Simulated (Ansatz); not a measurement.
**A computed series for Ru: response to strain**

Start from Ru in the hcp (Mg type) structure (space group P6_3/mmc, No. 194).

```
Ru
1.0
    2.70455     0.00000     0.00000
   -1.35227     2.34221     0.00000
    0.00000     0.00000     4.26010
Ru
2
Direct
  0.33333   0.66667   0.75000
  0.66667   0.33333   0.25000
```

Cartesian axes are those of the cell as printed.

Strains are applied to the cell and any free atomic positions relax; under biaxial strain the out-of-plane vector relaxes too.

All numbers come from r2SCAN/PAW in Ansatz (an electronic-structure program), no spin-orbit coupling.

Notes on the quantities. pressure: mean of the normal stresses, compression positive.

```csv
case,pressure,volume per atom,space group
base,0.0 GPa,13.49 Å³,P6_3/mmc (No. 194)
"biaxial strain −2.48 %, plane normal [001], relaxed out of plane",13.5 GPa,13.01 Å³,P6_3/mmc (No. 194)
"biaxial strain −1.39 %, plane normal [001], relaxed out of plane",7.1 GPa,13.22 Å³,P6_3/mmc (No. 194)
"biaxial strain −0.34 %, plane normal [001], relaxed out of plane",1.7 GPa,13.43 Å³,P6_3/mmc (No. 194)
isotropic strain +1.72 %,-15.3 GPa,14.20 Å³,P6_3/mmc (No. 194)
isotropic strain +5.56 %,-36.9 GPa,15.87 Å³,P6_3/mmc (No. 194)
uniaxial strain ε_xx = −1.29 %,?,13.32 Å³,Cmcm (No. 63)
uniaxial strain ε_yy = −5.91 %,?,12.70 Å³,Cmcm (No. 63)
uniaxial strain ε_yy = −0.62 %,2.1 GPa,13.41 Å³,Cmcm (No. 63)
tensor shear ε_yz = +1.56 %,0.3 GPa,13.49 Å³,C2/m (No. 12)
```

Question: Some entries are withheld; estimate them.

Answer: 
- uniaxial strain ε_xx = −1.29 %, pressure: 4.5 GPa
- uniaxial strain ε_yy = −5.91 %, pressure: 24.6 GPa

Without a gap, meshes like the base's 20×20×11 leave anisotropic stresses uncertain by several tenths of a GPa, and small strain energies with them. No phonon test of stability was made. All final runs are without spin polarisation.
